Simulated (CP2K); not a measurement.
Input and output of a self-consistent single point for GaAs (F-43m, 2 atoms in the cell) (CP2K).

Method: CP2K 2026.2 with LDA (Pade form), GPW, DZVP-MOLOPT-SR-GTH basis, GTH-PADE potentials (GTH_POTENTIALS).

```
CELL_PARAMETERS angstrom
      4.15016     0.00000     0.00000
      2.07508     3.59414     0.00000
      2.07508     1.19805     3.38859
ATOMIC_POSITIONS crystal
  Ga 0.00000 0.00000 0.00000
  As 0.25000 0.25000 0.25000
```

Reference input (self-consistent single point, DFT PBE, GPW, DZVP-MOLOPT-SR-GTH basis, GTH-PBE potentials (GTH_POTENTIALS)): CUTOFF = 600 Ry; REL_CUTOFF = 60 Ry; SMEAR/METHOD = GAUSSIAN; SIGMA = 0.2 eV; KPOINTS/SCHEME = MONKHORST-PACK 7 7 7; XC_FUNCTIONAL = PBE; Ga/BASIS_SET = DZVP-MOLOPT-SR-GTH-q13; Ga/POTENTIAL = GTH-PBE-q13; As/BASIS_SET = DZVP-MOLOPT-SR-GTH-q5; As/POTENTIAL = GTH-PBE-q5; METHOD = GPW; EPS_DEFAULT = 1e-10. This run's input differs from it in these lines:

```diff
@@ -43,3 +43,3 @@
     &XC
-      &XC_FUNCTIONAL PBE
+      &XC_FUNCTIONAL PADE
       &END XC_FUNCTIONAL
@@ -73,3 +73,3 @@
       BASIS_SET DZVP-MOLOPT-SR-GTH-q13
-      POTENTIAL GTH-PBE-q13
+      POTENTIAL GTH-PADE-q13
     &END KIND
@@ -77,3 +77,3 @@
       BASIS_SET DZVP-MOLOPT-SR-GTH-q5
-      POTENTIAL GTH-PBE-q5
+      POTENTIAL GTH-PADE-q5
     &END KIND
```

Log, with long lists cut:

```
 SCF WAVEFUNCTION OPTIMIZATION

  Step     Update method      Time    Convergence         Total energy    Change
     1 NoMix/Diag. 0.30E+00      -     1.02785780       -80.9638406136 -8.10E+01
     2 Broy./Diag. 0.30E+00      -     0.05207616       -81.0816798554 -1.18E-01
     3 Broy./Diag. 0.30E+00      -     0.09402094       -80.9471972730  1.34E-01
     4 Broy./Diag. 0.30E+00      -     0.00331930       -80.9024565587  4.47E-02
     5 Broy./Diag. 0.30E+00      -     0.00410798       -80.9258587822 -2.34E-02
     6 Broy./Diag. 0.30E+00      -     0.00319901       -80.9248020976  1.06E-03
   [... 3 lines left out ...]
    10 Broy./Diag. 0.30E+00      -     0.00001405       -80.9259464101 -7.08E-05
    11 Broy./Diag. 0.30E+00      -     0.00000266       -80.9259361778  1.02E-05
    12 Broy./Diag. 0.30E+00      -     0.00000144       -80.9259315232  4.65E-06
    13 Broy./Diag. 0.30E+00      -     0.00000051       -80.9259290354  2.49E-06
  *** SCF run converged in    13 steps ***

  Overlap energy of the core charge distribution:               0.00000000097218
  Self energy of the core charge distribution:               -110.85616758366727
  Core Hamiltonian energy:                                     31.88755262390762
  Hartree energy:                                               9.52136653308355
  Exchange-correlation energy:                                -11.47863650737951
  Smearing free energy correction:                             -0.00004410229640
  Fermi energy:                                                 0.11217241585858

  Total energy:                                               -80.92592903537434
  Total energy (extrapolated to sigma->0):                    -80.92590698422613

   [... lines left out ...]

 STRESS| Analytical stress tensor [bar]
 STRESS|                        x                   y                   z
 STRESS|      x       -6.95103479029E+04   8.87054729280E-02   6.27718314872E-02
 STRESS|      y        8.87054729280E-02  -6.95102476567E+04  -1.21287237290E-02
 STRESS|      z        6.27718314872E-02  -1.21287237290E-02  -6.95103463770E+04
 STRESS| 1/3 Trace                                            -6.95103139789E+04
```

The run converged in 13 iterations. Against the reference run the pressure goes from -2.67 to -6.95 GPa.

The starting cell comes from a database of computed structures (which also holds hypothetical and non-ambient phases and stackings), without a prior relaxation at this level. Its lattice was rescaled by a random factor within 2.5 % of one. Values carry the incompleteness of an atom-centred basis. With a pressure of about -7 GPa the cell is away from its equilibrium volume at this level. The run gives no clean gap (levels at the Fermi energy touch, overlap or are partly filled at this smearing), which alone does not show that the compound is a metal.
